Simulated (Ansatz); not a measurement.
The reference is BN in the zinc blende structure (space group F-43m, No. 216; a = 3.6097 Å). Axes: x, y, z lie along the cube axes.

Calculations: DFT with r2SCAN, PAW potentials and a 500 eV plane-wave cutoff in Ansatz (a program for electronic structure), no spin-orbit coupling.

For the base:

| Item | Value |
|---|---|
| Shortest interatomic distance | 1.563 Å |
| Valence-band top at Γ | 0.00, 0.00, 0.00 eV |
| Band gap | 5.00 eV |

The change: biaxial strain −1.67 %, plane normal [111], relaxed out of plane (Cartesian); in-plane vectors clamped, the third vector and the atoms free.

**Question.** Predict the new shortest interatomic distance.

**Answer.** The shortest interatomic distance shrinks by 0.022 Å to 1.541 Å.

**Question.** What does the calculation give for the valence-band top at Γ after the change?

**Answer.** The valence-band top at Γ (three highest levels, from the VBM) goes from 0.00, 0.00, 0.00 eV to 0.00, 0.00, -0.12 eV.

**Question.** Estimate the effect on the energy relative to the base.

**Answer.** The energy rises by 12 meV/atom.

**Question.** Estimate the effect on the in-plane stress.

**Answer.** The mean in-plane stress (compression positive) comes out as +19.6 GPa.

**Question.** Predict the new band gap.

**Answer.** The band gap decreases by 0.01 eV to 4.99 eV.

Stability against distortions was not tested.
